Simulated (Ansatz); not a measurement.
Results of r²SCAN+rVV10 in Ansatz (plane waves, PAW) for WSe2 (P-6m2, No. 187, 9 atoms in the cell; start mp-1025572; a measured phase of this formula has another space group).

Settings: plane-wave cutoff 560 eV, 12×12×2 k mesh (along the axes of the cell as run), Fermi–Dirac smearing 0.01 eV, no spin polarisation, scalar-relativistic PAW data made under PBE.

Cell (relaxed at this level):

```xyz
9
Lattice="3.2989 0.0000 0.0000 -1.6495 2.8569 0.0000 0.0000 0.0000 20.3388" Properties=species:S:1:pos:R:3 pbc="T T T"
W      1.6495     0.9523     0.0000
W      0.0000     1.9046    13.7609
W      0.0000     1.9046     6.5779
Se     0.0000     1.9046     1.6658
Se     0.0000     1.9046    18.6730
Se     1.6495     0.9523    15.4269
Se     1.6495     0.9523     4.9119
Se     1.6495     0.9523     8.2433
Se     1.6495     0.9523    12.0955
```

Question: Predict the band gap and Γ–Γ gap.

Answer: 
- band gap: 1.23 eV (on the SCF k mesh)
- Γ–Γ gap: 2.89 eV

Note: the relaxation could not lower the start's symmetry, so the cell can be a saddle point above a distorted one.

Spin–orbit coupling is not included.

Static lattice: no zero-point or thermal effects.

Cost on a shared machine: very roughly 120 core-minutes.

A start named mp-… is a Materials Project structure, which need not be a measured phase.

Ansatz is an electronic-structure program.
